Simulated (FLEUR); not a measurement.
Equation of state of diamond-structure C (space group 227): energy against volume (FLEUR, PBE)

```
CELL_PARAMETERS angstrom
      0.00000     1.75179     1.75179
      1.75179     0.00000     1.75179
      1.75179     1.75179     0.00000
ATOMIC_POSITIONS crystal
  C  0.50000 0.50000 0.50000
  C  0.75000 0.75000 0.75000
```

Level of theory: FLEUR with PBE, all-electron FLAPW (FLEUR), scalar-relativistic valence. Settings: Kmax = 4.56 1/bohr; GmaxXC = 22.8 1/bohr; xcFunctional = pbe; jspins = 1; l_soc = F; mode = hist; fermiSmearingEnergy = 0.00036749 Htr; mesh (inpgen div1-3) = 16 16 16; inpgen gamma flag = true; Gmax = 22.8 1/bohr; numbands = 0; maxIterBroyd = 15; imix = Anderson; alpha = 0.05; precondParam = 0; minDistance = 1e-05 me/bohr^3. The cell above is the first row's. The rows scale it uniformly. In all rows fractional positions and the k mesh are held. E is the free energy at the stated smearing, counted from the lowest row.

```csv
V (Å^3/atom),E (meV/atom)
5.3758,35.52
5.4927,15.94
5.6096,4.49
5.7264,0.00
5.8433,2.49
5.9602,10.66
6.0770,24.39
6.1939,43.19
6.3107,?
```

### Question
Using the third-order Birch-Murnaghan form, a cubic in V^(-2/3), estimate the missing E at V = 6.3107 from the other rows, showing the fit.

### Answer
With u = V^(-2/3) - 0.311, the rows have u = 0.014865, 0.010225, 0.005747, 0.001425, -0.002756, -0.006800, -0.010710, -0.014501. Least squares gives E = 0.170 - 302.88·u + 181981·u² - 112650·u³. Residuals (row less fit): 0.010, -0.039, 0.072, -0.108, 0.101, -0.020, -0.036, 0.018; standard error 0.087 (degrees of freedom: 4). Its minimum lies at u = 0.000833, so V0 = (0.311833)^(-3/2) = 5.743. There d²E/du² = 363400 and d³E/du³ = -675900, so B0 = (4/9) × 5.743^(-7/3) × 363400 × 0.160218 = 438 GPa (the last factor turns the table's units into GPa), and B0' = 4 + (2/3) × 0.311833 × (-675900)/363400 = 3.6. At the withheld row, u = -0.018170, so E = 0.170 - 302.88 × (-0.018170) + 181981 × (-0.018170)² - 112650 × (-0.018170)³ = 66.430 meV/atom. The calculation gives 66.30 meV/atom, 0.130 meV/atom below the prediction (0.2 % of the range of E in the table). The row lies outside the fitted rows, so this is an extrapolation. From the scatter of the fitted rows alone, a prediction at this place has a standard error of 0.211 meV/atom, so the miss is 0.6 times that.

Carrying the step between the two nearest rows on in a straight line would have given 61.97, off by 4.33; series whose last step already gives the withheld value aren't shown. The scan was laid around a cell of about the measured size, scaled by a guess for this functional. The runs keep the symmetry of the cell, so they don't test it for distortions. Values depend on the basis (sphere radii, cutoffs, local orbitals), which need not be converged. Cutoffs and mesh are single choices, not tested for convergence of this quantity. Series with a scatter that would blur these digits, or in which a gap closes, are not shown. Nor are scans whose minimum lies at an end fitted in this form.
